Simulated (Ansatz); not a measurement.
Start from TaN (space group P6/mmm, No. 191; a = 5.202 Å, c = 2.906 Å). Axes: x lies along a and z along c of the hexagonal cell.

Perturbation: biaxial strain −0.46 %, plane normal [001], relaxed out of plane (Cartesian); in-plane vectors clamped, the third vector and the atoms free.

Levels (all Ansatz, a first-principles code, PAW): PBEsol (420 eV, spin-orbit coupling left out); PBEsol+SOC (420 eV, with spin-orbit coupling).

The geometry is relaxed with PBEsol.

```
Property          Result
---------------  -------
PBEsol pressure  1.5 GPa
```

Task: Predict the pressure from PBEsol+SOC.

Result: The pressure shrinks by 0.2 GPa, from 1.5 GPa to 1.3 GPa.

Single points use the geometry relaxed with PBEsol. The spin-orbit shifts are approximate. Whether these cells are dynamically stable was not tested. The runs without spin-orbit coupling are not spin-polarised. This is not the structure that TaN has at room temperature and ambient pressure.
